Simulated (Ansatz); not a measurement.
Where the default PAW files enter, the runs use the earlier of Ansatz's two default sets.

Inside the gap of an insulator the Bloch states are evanescent, with a wavenumber k + iκ along the transport direction.

```xyz
12
Lattice="5.0925 0.0000 0.0000 0.0000 5.0925 0.0000 0.0000 0.0000 6.9339" Properties=species:S:1:pos:R:3 pbc="T T T"
Si     1.5346     1.5346     3.4670
Si     1.0117     4.0808     5.2004
Si     3.5579     3.5579     0.0000
Si     4.0808     1.0117     1.7335
O      0.5420     1.2151     2.2196
O      1.3311     3.0882     3.9531
O      4.5505     3.8774     5.6866
O      3.7614     2.0043     0.4861
O      3.0882     1.3311     2.9808
O      3.8774     4.5505     1.2473
O      2.0043     3.7614     6.4478
O      1.2151     0.5420     4.7143
```

Space group of this cell: P4_12_12. The cell is strained (lengths across the current scaled by 1.02, ions clamped); by r2SCAN its mean pressure is -6.4 GPa.

Transport runs along the normal of the first two printed cell vectors, the (001) (indices of the unstrained crystal) plane of the conventional cell.

The gap is the functional's own. No spin-orbit coupling. Mid-gap values are interpolated on the energy grid.

Q: Estimate the band gap and the smallest decay constant κ at mid-gap that Ansatz (an electronic-structure program) with r2SCAN returns for this system.

A: Gap 6.10 eV on a 6×6×6 mesh; κ = 0.536 1/Å, at the zone centre.
